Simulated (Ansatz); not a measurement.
Rh: pressure series

Consider Rh in the fcc (Cu type) structure (space group Fm-3m, No. 225).

```xyz
1
Lattice="0.0000 1.9151 1.9151 1.9151 0.0000 1.9151 1.9151 1.9151 0.0000" Properties=species:S:1:pos:R:3 pbc="T T T"
Rh     0.0000     0.0000     0.0000
```

Cell and atoms are relaxed at each pressure.

The values are results of PBE (Ansatz, a first-principles code), no SOC, earlier PAW set, not measurements.

Notes on the quantities. enthalpy: H = E + PV relative to the base's energy.

```json
[
 {"change": "base", "lattice parameter a": "3.830 Å", "enthalpy": "–"},
 {"change": "pressure −2 GPa", "lattice parameter a": "3.840 Å", "enthalpy": "-0.18 eV/atom"},
 {"change": "pressure −1 GPa", "lattice parameter a": "3.835 Å", "enthalpy": "-0.09 eV/atom"},
 {"change": "pressure 3 GPa", "lattice parameter a": "3.816 Å", "enthalpy": "+0.26 eV/atom"},
 {"change": "pressure 7 GPa", "lattice parameter a": "3.798 Å", "enthalpy": "+0.61 eV/atom"},
 {"change": "pressure 15 GPa", "lattice parameter a": "3.765 Å", "enthalpy": "+1.28 eV/atom"},
 {"change": "pressure 30 GPa", "lattice parameter a": "3.714 Å", "enthalpy": "+2.50 eV/atom"},
 {"change": "pressure 50 GPa", "lattice parameter a": "3.659 Å", "enthalpy": "+4.07 eV/atom"},
 {"change": "pressure 75 GPa", "lattice parameter a": "3.604 Å", "enthalpy": "+5.93 eV/atom"},
 {"change": "pressure 100 GPa", "lattice parameter a": "3.558 Å", "enthalpy": "+7.72 eV/atom"}
]
```

Load acts through the strain it causes; cell and atoms are relaxed under it. No phonon test of stability was made. No other phases were tried under pressure. The final runs are not spin-polarised.
